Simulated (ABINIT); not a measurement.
# Worked example: self-consistent single point of MgB2 (P6/mmm, 3 atoms in the cell) in ABINIT

Computed with PBE, PAW (JTH v2.0 PBE PAW) (plane waves; ABINIT).

Input:

```
# MgB2, JTH v2.0 PBE PAW
pp_dirpath "./"
pseudos "Mg.GGA_PBE-JTH.xml, B.GGA_PBE-JTH.xml"
acell 3*1.0
rprim
         5.6639191977   -0.0000004566    0.0000000000
        -2.8319592035    4.9050981385    0.0000000000
         0.0000000000    0.0000000000    6.5110948261
natom 3
ntypat 2
znucl 12 5
typat 1 2 2
xred
         0.0000000000    0.0000000000    0.0000000000
         0.6666666667    0.3333333333    0.5000000000
         0.3333333333    0.6666666667    0.5000000000
ecut 20
pawecutdg 40
pawovlp -1
ixc 11
occopt 3
tsmear 0.00367493
nband 13
kptopt 1
ngkpt 13 13 10
nshiftk 1
shiftk 0 0 0
nstep 60
toldfe 1.0e-09
prtwf 0
prtden 0
enunit 1
```

The program printed (abridged):

```
 Symmetries : space group P6/m m m (#191); Bravais hP (primitive hexag.)

 -outvars: echo values of preprocessed input variables --------
            acell      1.0000000000E+00  1.0000000000E+00  1.0000000000E+00 Bohr
             ecut      2.00000000E+01 Hartree
           enunit           1
              ixc          11
         kptrlatt       13    0    0      0   13    0      0    0   10
          kptrlen      6.51109483E+01
            natom           3
            nband          13
            ngfft          24      24      30
          ngfftdg          36      36      40
             nkpt         126
            nstep          60
             nsym          24
           ntypat           2
           occopt           3
        pawecutdg      4.00000000E+01 Hartree
          pawovlp     -1.0000000000E+00
            rprim      5.6639191977E+00 -4.5660000000E-07  0.0000000000E+00
                      -2.8319592035E+00  4.9050981385E+00  0.0000000000E+00
                       0.0000000000E+00  0.0000000000E+00  6.5110948261E+00
          spgroup         191
           toldfe      1.00000000E-09 Hartree
           tsmear      3.67493000E-03 Hartree
            typat      1  2  2
           useylm           1
             xred      0.0000000000E+00  0.0000000000E+00  0.0000000000E+00
                       6.6666666667E-01  3.3333333333E-01  5.0000000000E-01
                       3.3333333333E-01  6.6666666667E-01  5.0000000000E-01
            znucl       12.00000    5.00000

== DATASET  1 ==================================================================

 Exchange-correlation functional for the present dataset will be:
  GGA: Perdew-Burke-Ernzerhof functional - ixc=11
 Citation for XC functional:
  J.P.Perdew, K.Burke, M.Ernzerhof, PRL 77, 3865 (1996)

 Real(R)+Recip(G) space primitive vectors, cartesian coordinates (Bohr,Bohr^-1):
 R(1)=  5.6639192 -0.0000005  0.0000000  G(1)=  0.1765562  0.1019348  0.0000000
 R(2)= -2.8319592  4.9050981  0.0000000  G(2)=  0.0000000  0.2038695  0.0000000
 R(3)=  0.0000000  0.0000000  6.5110948  G(3)=  0.0000000  0.0000000  0.1535840
 Unit cell volume ucvol=  1.8089175E+02 bohr^3
 Angles (23,13,12)=  9.00000000E+01  9.00000000E+01  1.20000000E+02 degrees

 Coarse grid specifications (used for wave-functions):

 getcut: wavevector=  0.0000  0.0000  0.0000  ngfft=  24  24  30
         ecut(hartree)=     20.000   => boxcut(ratio)=   2.10482

 Fine grid specifications (used for densities):

 getcut: wavevector=  0.0000  0.0000  0.0000  ngfft=  36  36  40
         ecut(hartree)=     40.000   => boxcut(ratio)=   2.15780

   3.19844030E+02                                ecore*ucvol(ha*bohr**3)

_setup2: Arith. and geom. avg. npw (full set) are     772.562     772.547

--- !BeginCycle
solver: {iscf: 17, nstep: 60, nline: 4, wfoptalg: 10, }
tolerances: {toldfe: 1.00E-09, }
...

     iter   Etot(hartree)      deltaE(h)  residm     nres2
 ETOT  1  -67.750799058220    -6.775E+01 1.145E+01 8.830E+00
 ETOT  2  -69.328938143973    -1.578E+00 4.458E-02 2.355E+00
 ETOT  3  -69.310035903539     1.890E-02 4.503E-02 2.061E-01
 ETOT  4  -69.309655878809     3.800E-04 2.049E-02 2.272E-02
 ETOT  5  -69.309714106782    -5.823E-05 9.987E-04 4.237E-03
 ETOT  6  -69.309689694971     2.441E-05 1.070E-03 8.597E-05
 ETOT  7  -69.309689833325    -1.384E-07 2.304E-04 2.039E-05
 ETOT  8  -69.309689850867    -1.754E-08 3.387E-04 7.921E-07
 ETOT  9  -69.309689843809     7.058E-09 1.532E-04 7.026E-08
 ETOT 10  -69.309689844610    -8.005E-10 1.533E-04 1.124E-08
 ETOT 11  -69.309689844737    -1.276E-10 2.370E-04 2.009E-10

 At SCF step   11, etot is converged :
  for the second time, diff in etot=  1.276E-10 < toldfe=  1.000E-09

 Cartesian components of stress tensor (hartree/bohr^3)
  sigma(1 1)= -4.98749566E-04  sigma(3 2)=  0.00000000E+00
  sigma(2 2)= -4.98749566E-04  sigma(3 1)=  0.00000000E+00
  sigma(3 3)= -3.10352568E-04  sigma(2 1)=  1.45989525E-13

 ----iterations are completed or convergence reached----

 reduced coordinates (array xred) for    3 atoms
       0.000000000000      0.000000000000      0.000000000000
       0.666666666667      0.333333333333      0.500000000000
       0.333333333333      0.666666666667      0.500000000000
 cartesian forces (eV/Angstrom) at end:
    1     -0.00000000000000    -0.00000000000000    -0.00000000000000
    2      0.00000000000000     0.00000000000000    -0.00000000000000
    3     -0.00000000000000    -0.00000000000000    -0.00000000000000
 frms,max,avg= 5.3984318E-27 1.1526455E-26   0.000E+00  0.000E+00  0.000E+00 e/A
 length scales=  1.000000000000  1.000000000000  1.000000000000 bohr
              =  0.529177208590  0.529177208590  0.529177208590 angstroms
 Fermi (or HOMO) energy (eV) =   7.69077   Average Vxc (eV)= -11.04611
 Eigenvalues (   eV  ) for nkpt= 126  k points:
 kpt#   1, nband= 13, wtk=  0.00059, kpt=  0.0000  0.0000  0.0000 (reduced coord)
 -67.21889  -33.96156  -33.96156  -33.95215   -5.18630    4.54683    8.16931    8.16931
   9.47203   14.44475   14.44475   16.77401   18.38158
 prteigrs : prtvol=0 or 1, do not print more k-points.

--- !EnergyTerms
comment             : Components of total free energy in Hartree
kinetic             :  7.15458927174015E+00
hartree             :  1.34697269619573E+01
xc                  : -3.56966210294269E+00
Ewald energy        : -3.79241379570331E+01
psp_core            :  1.76815160375406E+00
local_psp           : -4.15415311841690E+01
spherical_terms     : -8.66604291337729E+00
internal            : -6.93089063200706E+01
'-kT*entropy'       : -7.79577247166076E-04
total_energy        : -6.93096858973177E+01
total_energy_eV     : -1.88601246816794E+03
...

-Cartesian components of stress tensor (GPa)         [Pressure=  1.2826E+01 GPa]
- sigma(1 1)= -1.46737164E+01  sigma(3 2)=  0.00000000E+00
- sigma(2 2)= -1.46737164E+01  sigma(3 1)=  0.00000000E+00
- sigma(3 3)= -9.13088626E+00  sigma(2 1)=  4.29515938E-09

 Calculation completed.
```

The run converged in 11 iterations.

The starting cell comes from a database of computed structures (which also holds hypothetical and non-ambient phases and stackings), without a prior relaxation at this level. Its lattice was rescaled by a random factor within 2.5 % of one. With a pressure of about 13 GPa the cell is away from its equilibrium volume at this level.

These are the values that this program gave, and no reference: the one-centre exchange-correlation terms come from a truncated expansion.

Cost on one core of a shared machine: roughly 40 s.
